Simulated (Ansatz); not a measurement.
The cell is made up: elements placed on another compound's structure type, so the phase may be hypothetical.

Inside the gap of an insulator the Bloch states are evanescent, with a wavenumber k + iκ along the transport direction.

```
MgS
1.0
    6.91887     0.00000     0.00000
    0.00000     9.78475     0.00000
    0.00000     4.89238     4.89238
Mg S
6 6
Direct
  0.50000   0.75000   0.25000
  0.00000   0.50000   0.75000
  0.00000   0.50000   0.25000
  0.50000   0.25000   0.75000
  0.25000   0.00000   0.50000
  0.75000   0.00000   0.50000
  0.00000   0.75000   0.75000
  0.50000   0.00000   0.25000
  0.50000   0.00000   0.75000
  0.00000   0.25000   0.25000
  0.25000   0.50000   0.50000
  0.75000   0.50000   0.50000
```

Space group of this cell: Pm-3n. The cell was relaxed by PBE-D3(BJ); by r2SCAN its mean pressure is 0.5 GPa.

Transport runs along the normal of the first two printed cell vectors.

The gap is the functional's own. No spin-orbit coupling. Mid-gap values are interpolated on the energy grid.

### Question
Predict the band gap and the smallest decay constant κ at mid-gap from Ansatz (an electronic-structure program) with r2SCAN.

### Answer
Gap 3.59 eV on a 6×6×6 mesh; κ = 0.304 1/Å, at the zone centre.
